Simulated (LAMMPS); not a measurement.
Pressure dependence of Ni (fcc) at 1040 K, from the crystal.

Level of theory: classical MD, pair style eam/alloy, file CuNi.eam.alloy (LAMMPS).

```tsv
P (GPa)	state	volume	coordination number
0	crystal; no diffusion seen in 30 ps	11.4713 ± 0.0006 Å³/atom	12.0 (counted to 3.10 Å)
2	crystal; no diffusion seen in 30 ps	11.3122 ± 0.0004 Å³/atom	12.0 (counted to 3.06 Å)
5	crystal; no diffusion seen in 30 ps	11.0914 ± 0.0003 Å³/atom	12.0 (counted to 3.06 Å)
```

Caution (rows 2; 5): a run this short can hold a crystal over, or a liquid under, the potential's own melting point, which these runs don't give.

Estimate the isothermal bulk modulus at zero pressure. A parabola P(ln V) through the three points gives −dP/d ln V = 140 GPa at zero pressure.

States go by the mean squared displacement: a species diffuses where it passes 1.5 Å², still rises and gives D over 1e-6 cm²/s; a crystal has left its structure where atoms lie 0.35 Å off their sites on average or a cubic box changes its shape by 3 %, or the axial ratios of another lie 8 % off the starting cell's, which the potential's own relaxation can also do.

Errors shown are sampling errors alone.
